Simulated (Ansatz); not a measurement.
Calculation: PBE (plane waves to 420 eV, PAW; Ansatz, an electronic-structure program).

Planar average of the electrostatic potential across the slab, in eV from the Fermi level, for a constructed model of the (111) surface of fcc Ag, (√3x√3)R30° surface alloy, Bi on one Ag site of the top plane (bottom of the slab: a bare face, its two planes held):

(z (Å), V (eV)): (3.79, 4.42); (4.08, 4.41); (4.38, 4.41); (4.67, 4.41); (4.96, 4.40); (5.25, 4.38); (5.54, 4.34); (5.83, 4.25); (6.12, 4.08); (6.42, 3.70); (6.71, 2.89); (7.00, 1.02); (7.29, -3.42); (7.58, -8.49); (7.88, -11.60); (8.17, -11.44); (8.46, -8.10); (8.75, -3.09); (9.04, 0.60); (9.33, 0.74); (9.62, -2.63); (9.92, -7.69); (10.21, -11.36); (10.50, -11.93); (10.79, -9.18); (11.08, -4.30); (11.38, 0.02); (11.67, 0.90); (11.96, -1.78); (12.25, -6.80); (12.54, -10.88); (12.83, -12.05); (13.12, -9.85); (13.42, -5.18); (13.71, -0.49); (14.00, 1.06); (14.29, -0.86); (14.58, -5.70); (14.88, -10.20); (15.17, -12.07); (15.46, -10.55); (15.75, -6.24); (16.04, -1.29); (16.33, 1.01); (16.62, -0.28); (16.92, -4.86); (17.21, -9.63); (17.50, -12.05); (17.79, -11.11); (18.08, -7.18); (18.38, -2.12); (18.67, 0.93); (18.96, 0.66); (19.25, -2.51); (19.54, -6.81); (19.83, -10.89); (20.12, -14.05); (20.42, -14.08); (20.71, -10.65); (21.00, -5.59); (21.29, -1.02); (21.58, 1.71); (21.88, 2.98); (22.17, 3.59); (22.46, 3.88); (22.75, 4.02); (23.04, 4.08); (23.33, 4.11); (23.62, 4.13); (23.92, 4.14); (24.21, 4.14); (24.50, 4.14); (24.79, 4.14)

Slab: 18 atoms, 12.0 Å thick at the start with caps and adatoms (thin: gaps and levels are the slab's own); k 9x9x1, smearing 0.1 eV, dipole-corrected; 6 atoms held, the rest relaxed; held to the start's symmetry, so lower structures may exist; no spin, no spin-orbit, no U. It is one candidate, not shown to be the stable structure of the face.

The vacuum level lies 4.15 eV above the Fermi level over the top face and 4.42 eV above it under the bottom face.
